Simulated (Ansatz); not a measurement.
## BeSe (model structure, started from the CsCl type, Pm-3m, No. 221, 2 atoms in the cell): properties by level of theory

```
level (code)         lattice constant a (Å)  formation enthalpy (eV/atom)
-------------------  ----------------------  ----------------------------
PBE (Ansatz)                              …                             …
PBEsol (Ansatz)                           …                         0.460
PBE-D3(BJ) (Ansatz)                       …                         0.536
```

Q: Some entries are withheld; supply them.

A: 
- PBE (Ansatz, a program for electronic structure), lattice constant a (Å): 3.107
- PBE (Ansatz), formation enthalpy (eV/atom): 0.552
- PBEsol (Ansatz), lattice constant a (Å): 3.069
- PBE-D3(BJ) (Ansatz), lattice constant a (Å): 3.053

Ansatz's density-functional and Hartree–Fock values are scalar-relativistic unless marked +SOC, with PAW data made under PBE.

The computed numbers hold no vibrational or temperature effects.

A model structure was made by putting elements into a prototype or built by hand; it is no filed structure, need not be a known phase, and can be a saddle point held by its symmetry.
